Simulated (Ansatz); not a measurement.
Take Sn in the diamond structure (space group Fd-3m, No. 227; a = 6.566 Å) as the base. Axes: x, y, z lie along the cube axes.

The values are results of r2SCAN (Ansatz, an electronic-structure program, PAW, no spin-orbit coupling), not measurements.

Before the change:

| Property | Value |
|---|---|
| Pressure | 0.0 GPa |
| Shortest interatomic distance | 284.3 pm |
| Band gap | zero |

Perturbation: a pure shear with ε_xy = ε_yx = 0.0200; the atoms relax in the strained cell.

Problem. Estimate the effect on the pressure.

Solution. The pressure (mean of the normal stresses, compression positive) is still 0.0 GPa.

Problem. What happens to the energy relative to the base?

Solution. The energy increases by 5.4 meV/atom.

Problem. What does the calculation give for the largest internal atomic displacement after the change?

Solution. The largest internal atomic displacement comes out as 0.021 Å.

Problem. How does this affect the shortest interatomic distance?

Solution. The shortest interatomic distance drops by 1.27 pm (284.3 pm → 283.1 pm).

Problem. How does this affect the band gap?

Solution. The band gap remains zero.

Whether these cells are dynamically stable was not tested.
